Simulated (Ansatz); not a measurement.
System: Ru-vacancy pair (Ru on one host Al site, one Al site vacant) in fcc Al (neutral cell). The step: a nearby Al atom hops onto the vacant site (Ru-vacancy distance between ideal sites 2.86 Å throughout); the atom moves 2.49 Å along (-0.44, 0.44, 0.00) of the unit cell; the moving atom starts with neighbours Al at 2.66, Al at 2.76, Al at 2.77, Al at 2.82, Al at 2.86, 2 Al at 2.93, Al at 2.94, Al at 2.99, Al at 3.03; Ru at 2.78 Å and ends with Al at 2.66, Al at 2.76, Al at 2.77, Al at 2.82, Al at 2.86, 2 Al at 2.93, Al at 2.94, Al at 2.99, Al at 3.03; Ru at 2.78 Å. DFT values are from Ansatz (plane-wave PAW, 420 eV unless said) in a cell of 32 host sites, spin-restricted, static, with no finite-size correction. Forms of the defect that were not tried may lie lower. For the PBE band: the saddle point's order was not checked, and it lies on a symmetry element of the cell, where a band can be held.

```
Level                                                                           Forward barrier (eV)  Cost of the band or of the saddle's single point
------------------------------------------------------------------------------  --------------------  ------------------------------------------------
CHGNet universal potential (has no charge state), its own band                                  0.12                                                 -
PBE, a 3×3×3 k-point mesh shifted by half a step, band relaxed                                  0.31            about 12 core-minutes (a rough figure)
PBE, a 5×5×5 k-point mesh shifted by half a step, same geometries                               0.33                       very roughly 3 core-minutes
r2SCAN at 500 eV, a 3×3×3 k-point mesh shifted by half a step, same geometries                     …            about 90 core-seconds (a rough figure)
```

Question: What belongs in the gaps?

Answer: 
- r2SCAN at 500 eV, a 3×3×3 k-point mesh shifted by half a step, same geometries, Forward barrier (eV): 0.39

Ansatz is a quantum-chemistry and plane-wave program.
